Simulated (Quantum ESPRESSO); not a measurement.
Input and output of a relaxation of the atoms for Er (P-3m1, 2 atoms in the cell) (Quantum ESPRESSO).

Level of theory: PBEsol, SSSP 1.1.2 efficiency (PBE) pseudopotentials (plane waves; Quantum ESPRESSO).

The input file:

```fortran
&control
   calculation = 'relax',
   prefix = 'scf',
   outdir = './tmp',
   pseudo_dir = './',
   forc_conv_thr = 7.8e-03,
/
&system
   ibrav = 4,
   A = 3.54219989,
   C = 5.56205000,
   nat = 2,
   ntyp = 1,
   ecutwfc = 50,
   ecutrho = 400,
   occupations = 'smearing',
   smearing = 'fd',
   degauss = 0.0073499,
   nspin = 2,
   starting_magnetization(1) = 0.136,
   input_dft = 'pbesol',
/
&electrons
   conv_thr = 1.0d-9,
   mixing_beta = 0.5,
/
&ions
/
ATOMIC_SPECIES
Er   167.2590  Er.GGA-PBE-paw-v1.0.UPF
ATOMIC_POSITIONS crystal
Er    0.33333333    0.66666667    0.27696800
Er    0.66666667    0.33333333    0.75000000
K_POINTS automatic
5 5 3  0 0 0
```

Output (repeated stretches shortened):

```
     Self-consistent Calculation

     iteration #  1     ecut=    50.00 Ry     beta= 0.50

     total energy              =   -1750.58382914 Ry
     estimated scf accuracy    <       4.37015132 Ry

     total magnetization       =     1.82 Bohr mag/cell
     absolute magnetization    =     1.82 Bohr mag/cell

     iteration #  2     ecut=    50.00 Ry     beta= 0.50

     total energy              =   -1752.35964105 Ry
     estimated scf accuracy    <     108.67682734 Ry

     total magnetization       =     3.18 Bohr mag/cell
     absolute magnetization    =     3.26 Bohr mag/cell

     iteration #  3     ecut=    50.00 Ry     beta= 0.50

   [... lines left out ...]

   [... 95 blocks of this kind left out ...]

     iteration # 99     ecut=    50.00 Ry     beta= 0.50

     total energy              =   -1755.15366746 Ry
     estimated scf accuracy    <       0.00001677 Ry

     total magnetization       =     2.46 Bohr mag/cell
     absolute magnetization    =     2.98 Bohr mag/cell

     iteration #100     ecut=    50.00 Ry     beta= 0.50

     total energy              =   -1755.15366001 Ry
     estimated scf accuracy    <       0.00007075 Ry

     total magnetization       =     2.45 Bohr mag/cell
     absolute magnetization    =     2.97 Bohr mag/cell
     End of self-consistent calculation

     convergence NOT achieved after 100 iterations: stopping

   JOB DONE.
```

The relaxation ended unconverged. 

The starting cell has typed, rounded lattice constants, without a prior relaxation at this level. Its lattice was rescaled by up to half a per cent. For this run, on top of that: one atom moved by 0.15 angstrom.

Cost on one core of a shared machine: roughly 20 min.
